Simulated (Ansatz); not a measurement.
Base system: Sc in the hcp (Mg type) structure (space group P6_3/mmc, No. 194; a = 3.277 Å, c = 5.085 Å).

The values are results of PBEsol (Ansatz, a first-principles code), scalar-relativistic without spin-orbit coupling, earlier PAW set, not measurements.

One change was made to it. Results:

```
quantity             base     after
---------------  --------  --------
c/a ratio           1.552     1.802
volume per atom  23.65 Å³  13.32 Å³
band gap             zero      zero
```

Which of these changes matches the shifts?
(A) Sc → V
(B) Sc → Mn
(C) Sc → Ce

A, Sc → V. For comparison, the volume per atom in the other runs: Sc → Mn gives 10.33 Å³; Sc → Ce gives 23.76 Å³.

The 4f electrons are in the valence with no U and their state was not checked, so volumes and moments can be off. Whether these cells are dynamically stable was not tested. For V and Mn in this form, whether it has been made was not checked. Seeded moments were not kept for Sc → V, Sc → Mn and Sc → Ce. All final runs are without spin polarisation. This is not the structure that V has at room temperature and ambient pressure. This is not the structure that Mn has at room temperature and ambient pressure.
